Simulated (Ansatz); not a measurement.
The parent structure is GaP in the zinc blende structure (space group F-43m, No. 216; a = 5.452 Å).

The values are results of Ansatz (a first-principles code) r2SCAN, spin-orbit coupling left out, earlier PAW set, not measurements.

For the base:

Lattice parameter a: 5.452 Å
Hole mass: 0.13, 0.37, 0.37 mₑ (at Γ)

Modification: full substitution Ga → B; the structure is relaxed again.

Tabulated Pauling electronegativity and covalent radius: Ga 1.81, 1.22 Å; B 2.04, 0.84 Å.

**Question.** How does this affect the lattice parameter a?

**Answer.** The lattice parameter a falls by 0.9154 Å (5.452 Å → 4.536 Å).

**Question.** How does this affect the hole mass?

**Answer.** The hole mass (degenerate bands, along [100]) goes from 0.13, 0.37, 0.37 mₑ (at Γ) to 0.24, 0.24, 0.32 mₑ (at Γ).

Effective masses come from finite differences of ±0.01 Å⁻¹. Gaps are read on the SCF mesh and a high-symmetry path. Whether these cells are dynamically stable was not tested.
